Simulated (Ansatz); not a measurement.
Ge2SiN4 (model structure, Imma, No. 74, 14 atoms in the cell), treated with r²SCAN+SOC in Ansatz (PAW).

Settings: plane-wave cutoff 560 eV, 8×8×8 k mesh, Fermi–Dirac smearing 0.01 eV, PAW data made under PBE.

Cell (relaxed with PBEsol):

```cif
data_Ge8N16Si4
_chemical_formula_sum 'Ge8 Si4 N16'
_space_group_name_H-M_alt 'Imma'
_space_group_IT_number 74
_space_group_name_Hall '-I 2b 2'
_cell_length_a 5.68765
_cell_length_b 5.71585
_cell_length_c 8.07059
_cell_angle_alpha 90.000
_cell_angle_beta 90.000
_cell_angle_gamma 90.000
loop_
_space_group_symop_operation_xyz
  'x, y, z'
  '-x, -y, -z'
  '-x, -y+1/2, z'
  'x, y+1/2, -z'
  'x, -y, -z'
  '-x, y, z'
  '-x, y+1/2, -z'
  'x, -y+1/2, z'
  'x+1/2, y+1/2, z+1/2'
  '-x+1/2, -y+1/2, -z+1/2'
  '-x+1/2, -y, z+1/2'
  'x+1/2, y, -z+1/2'
  'x+1/2, -y+1/2, -z+1/2'
  '-x+1/2, y+1/2, z+1/2'
  '-x+1/2, y, -z+1/2'
  'x+1/2, -y, z+1/2'
loop_
_atom_site_label
_atom_site_type_symbol
_atom_site_symmetry_multiplicity
_atom_site_Wyckoff_symbol
_atom_site_fract_x
_atom_site_fract_y
_atom_site_fract_z
_atom_site_occupancy
Ge1 Ge 4 a 0.00000 0.00000 0.00000 1
Si1 Si 4 d 0.25000 0.25000 0.75000 1
Ge2 Ge 4 e 0.00000 0.25000 0.37748 1
N1 N 8 h 0.00000 0.52510 0.24559 1
N2 N 8 i 0.23597 0.75000 0.01598 1
```
(The calculation used a cell of 14 atoms; values per cell refer to that cell.)

Task: Give the computed band gap and smallest direct gap on the k points sampled.

Result: 
- band gap = 2.88 eV
- smallest direct gap on the k points sampled = 2.90 eV

Note: the relaxation could raise the start's symmetry but not lower it, so the cell can be a saddle point; cell and atoms aren't relaxed at this level (largest force component 0.05 eV/Å, pressure -1.4 GPa).

Static lattice: no zero-point or thermal effects.

Cost on a shared machine: roughly 13 core-minutes.

A model structure was made by putting elements into a prototype or built by hand; it is no filed structure, need not be a known phase, and can be a saddle point held by its symmetry.

Ansatz is a quantum-chemistry and plane-wave program.
